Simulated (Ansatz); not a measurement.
# Effective masses and thermopower of GaAs under load (space group F-43m)

Input:

```
CELL_PARAMETERS angstrom
      0.00000     2.86555     2.86555
      2.86555     0.00000     2.86555
      2.86555     2.86555     0.00000
ATOMIC_POSITIONS crystal
  Ga 0.00000 0.00000 0.00000
  As 0.25000 0.25000 0.25000
```

Level of theory: r2SCAN with spin-orbit coupling, rigid bands (plane waves, PAW; Ansatz, an electronic-structure program). Condition of this run: hydrostatic pressure of -2.4 GPa (compression positive) (the target of the relaxation). Geometry: cell and atoms relaxed with PBEsol, then loaded as said.

The band gap comes out as 0.59 eV and the electron conductivity mass (300 K, dilute) is 0.044 mₑ. The hole conductivity mass (300 K, dilute) is 0.42 mₑ and the effective density of states N_c (300 K) comes out as 2.1e17 cm⁻³. The effective density of states N_v (300 K) is 1.2e19 cm⁻³ and the density-of-states mass, electrons is 0.042 mₑ. The density-of-states mass, holes is 0.63 mₑ. The Seebeck coefficient, n-type 1e19 cm⁻³, 300 K is -36 μV/K. The best n-type power factor at 300 K for τ = 10 fs (best axis; densities from 1e16 to 1e21 cm⁻³ tried, whether or not they can be reached) comes out as 9.7 μW/(cm·K²) at 3e20 cm⁻³ and the Seebeck coefficient, p-type 1e19 cm⁻³, 300 K is 246 μV/K.

Rigid bands; masses and Seebeck coefficients take one relaxation time τ for all states and one kind of carrier; polarons and phonon drag are left out. Geometry: cell and atoms relaxed with PBEsol.
